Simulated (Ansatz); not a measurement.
The starting structures come from a database of crystals and need not be the phases stable at ambient conditions.

Evanescent states of CsGeBr₃ (R3m, not sure to be the ambient phase, 5 atoms a cell, 36.4 Å³ an atom) along the normal of (110)

The numbers are results of r2SCAN (plane waves, PAW; Ansatz, a quantum-chemistry and plane-wave program), not measurements.

The gap is the functional's own, uncorrected, and κ follows it; spin-orbit coupling is left out. Mid-gap values are interpolated between the computed energies.

Energies count from the valence-band top; κ is the least over a 6×4 mesh across the current.

| E (eV) | κ (1/Å) | where |
|---|---|---|
| 0.04 | 0.045 | off Γ |
| 0.14 | 0.076 | off Γ |
| 0.23 | 0.094 | off Γ |
| 0.32 | 0.107 | off Γ |
| 0.41 | 0.116 | off Γ |
| 0.49 | … | off Γ |
| 0.58 | … | off Γ |
| 0.68 | … | off Γ |
| 0.77 | … | off Γ |
| 0.85 | … | off Γ |
| 0.94 | … | off Γ |
| 1.03 | … | off Γ |
| 1.12 | … | off Γ |
| 1.22 | 0.116 | off Γ |
| 1.30 | 0.108 | off Γ |
| 1.40 | 0.080 | off Γ |
| 1.49 | 0.008 | off Γ |

Task: What belongs in the gaps?

Result: 
- 0.49, κ (1/Å): 0.123
- 0.58, κ (1/Å): 0.128
- 0.68, κ (1/Å): 0.131
- 0.77, κ (1/Å): 0.132
- 0.85, κ (1/Å): 0.132
- 0.94, κ (1/Å): 0.130
- 1.03, κ (1/Å): 0.127
- 1.12, κ (1/Å): 0.122
